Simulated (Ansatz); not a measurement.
Results of r²SCAN in Ansatz (PAW) for HoAu2 (I4/mmm, No. 139).

Run with plane-wave cutoff 500 eV, 20×20×20 k mesh, Fermi–Dirac smearing 0.1 eV, spin-polarised start, scalar-relativistic PAW data made under PBE.

Computed at the level's own relaxed cell.

### Question
Estimate the volume per atom, equilibrium lattice constant a and lattice parameter c that the calculation returns.

### Answer

* **volume per atom**: 20.82 Å³/atom
* **equilibrium lattice constant a**: 3.721 Å
* **lattice parameter c**: 9.020 Å

Note: the magnetic order was assumed, not searched for or taken from measurement; the 4f shell is treated without U or exact exchange, so its levels and filling can be wrong.

Spin–orbit coupling is not included; it can shift volumes and moduli of such heavy elements.

Computed values are for the static lattice.

The result took about 24 core-minutes (a rough figure).

Ansatz is a program for electronic structure.
